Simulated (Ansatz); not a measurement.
NiGe: pressure series

Start from NiGe (space group Pnma, No. 62; a = 5.407 Å, b = 3.473 Å, c = 5.847 Å; non-magnetic).

Cell and atoms are relaxed at each pressure.

The values are results of Kohn–Sham DFT with the PBE functional, run in Ansatz (a first-principles code) with PAW and 420 eV plane waves, spin-orbit coupling left out, not measurements.

| case | shortest interatomic distance | density |
|---|---|---|
| base | 235.4 pm | 7.94 g/cm³ |
| pressure −2 GPa | ? | ? |
| pressure −1 GPa | 235.8 pm | 7.88 g/cm³ |
| pressure 0.9 GPa | 235.0 pm | 8.00 g/cm³ |
| pressure 2.1 GPa | 234.5 pm | 8.07 g/cm³ |
| pressure 4.5 GPa | 233.7 pm | 8.20 g/cm³ |
| pressure 9 GPa | 232.2 pm | 8.42 g/cm³ |
| pressure 15 GPa | 230.5 pm | 8.70 g/cm³ |
| pressure 22.5 GPa | 228.7 pm | 9.00 g/cm³ |
| pressure 30 GPa | 227.2 pm | 9.28 g/cm³ |

**Question.** Some entries are withheld; estimate them.

**Answer.** 
- pressure −2 GPa, shortest interatomic distance: 236.2 pm
- pressure −2 GPa, density: 7.82 g/cm³

Load acts through the strain it causes; cell and atoms are relaxed under it. Whether these cells are dynamically stable was not tested. No other phases were tried under pressure. Starting moments died away, wholly or in part, for the base; another magnetic solution may exist. The final runs are not spin-polarised.
